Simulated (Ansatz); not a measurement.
For CdS (model structure, started from the h-BN type, P6₃/mmc, No. 194, 4 atoms in the cell), LDA in Ansatz (PAW) gives:

| Item | Result |
|---|---|
| equilibrium lattice constant a | 4.324 Å |
| lattice parameter c | 5.611 Å |
| cohesive energy | 3.25 eV/atom |
| band gap | 0.74 eV |

Problem. What does r²SCAN+rVV10 in Ansatz (PAW) give for the same quantities?

Solution. 
- lattice constant a: 4.395 Å (increases by 1.6 %)
- lattice parameter c: 5.701 Å (grows by 1.6 %)
- cohesive energy: 2.92 eV/atom (falls by 0.33 eV/atom)
- band gap: 1.44 eV (goes up by 0.70 eV)

Changes are worked out from the printed values.

Unless a cell is named, each level is at its own relaxed cell (LDA 22.71, r²SCAN+rVV10 23.84 Å³/atom).

Spin–orbit coupling is included only where a level's name says +SOC; with heavier elements it mostly lowers gaps and can invert bands. Density-functional gaps are differences of (generalised) Kohn–Sham levels.

Ansatz's density-functional and Hartree–Fock values are scalar-relativistic unless marked +SOC, with PAW data made under PBE.

A model structure was made by putting elements into a prototype or built by hand; it is no filed structure, need not be a known phase, and can be a saddle point held by its symmetry.

Ansatz is a program for electronic structure.
